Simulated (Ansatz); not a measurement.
Candidates (primitive cells; geometry: cell and atoms relaxed with PBEsol):
A. ZnS (F-43m), a = 3.7877 Å, b = 3.7877 Å, c = 3.7877 Å, α = 60.00°, β = 60.00°, γ = 60.00°
B. SiC (F-43m), a = b = c = 3.081 Å, α = β = γ = 60.00°
C. Ge (Fd-3m), a = 4.013 Å, b = 4.013 Å, c = 4.013 Å, α = 60.00°, β = 60.00°, γ = 60.00°
D. InP (F-43m), a = b = c = 4.157 Å, α = β = γ = 60.00°

Rank these by electron conductivity mass (highest first), as HSE06, rigid bands in Ansatz (a first-principles code) gives it.

B (0.29 mₑ), A (0.21 mₑ), C (0.121 mₑ), D (0.095 mₑ)

Masses are for dilute carriers at 300 K, harmonic means over directions unless an axis is named. Spin-orbit coupling is left out.
